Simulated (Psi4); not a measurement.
Psi4 1.11, B3LYP/def2-svp, scf_type pk: In(F)2(OMe) (C[O][In]([F])[F]), 8 atoms. The geometry is a generated start, not checked to be a minimum at this level.

```yaml
task: energy
method: b3lyp
basis: def2-svp
memory: 7 GB
e_convergence: 1e-08
d_convergence: 1e-07
guess: auto, which took SAD (default)
diis_max_vecs: 10 (default)
scf_initial_accelerator: adiis (default)
dft_radial_points: 75 (default)
dft_spherical_points: 302 (default)
effective_core_potentials: those of the basis set, past Kr
basis_functions: 97
grid_points: 173345
```

```xyz
8

In     0.8288     1.0820     0.9055
F      2.1697     2.5167     1.2517
F     -0.6868     0.5992     2.1174
O      0.6955    -0.1926    -0.6624
C     -0.5189    -0.8485    -0.8544
H     -1.2137    -0.2431    -1.4489
H     -0.2688    -1.7690    -1.3934
H     -1.0058    -1.1448     0.0844
```
Charge 0, spin multiplicity 1.

The reference run uses exact four-centre integrals (scf_type = pk). One run each, on a shared machine, so no times are given.

Measured:

| setting | energy against the reference |
|---|---|
| scf_type = cd, cholesky_tolerance = 1e-06 | +0.0046 meV/atom |
| scf_type = cd, cholesky_tolerance = 1e-05 | −0.23 meV/atom |
| scf_type = cd, cholesky_tolerance = 0.0001 (default) | −2.6 meV/atom |
| scf_type = cd, cholesky_tolerance = 0.001 | −3.5 meV/atom |

Q: How far does the result lie from the reference with scf_type = cd, cholesky_tolerance = 0.01?

A: energy against the reference: −170 meV/atom. Total energies are compared; such shifts often cancel in part in energy differences.
